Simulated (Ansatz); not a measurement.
Take Nb in the bcc (W type) structure (space group Im-3m, No. 229; a = 3.248 Å; relaxed with 0.1 eV smearing) as the base. Axes: x, y, z lie along the cube axes.

The values are results of LDA/PAW in Ansatz (an electronic-structure program), no SOC, not measurements.

Base values:

```
Property           Result
---------------  --------
Volume per atom  17.14 Å³
```

Now apply this change: compressive biaxial strain of 0.50 % in the plane normal to [001], as in epitaxy on a mismatched substrate; the out-of-plane cell vector and the atoms relax.

Problem. What does the calculation give for the volume per atom after the change?

Solution. The volume per atom shrinks by 0.08 Å³, from 17.14 Å³ to 17.06 Å³.

Problem. What does the calculation give for the in-plane stress after the change?

Solution. The mean in-plane stress (compression positive) is +1.4 GPa.

Whether these cells are dynamically stable was not tested. All final runs are without spin polarisation.
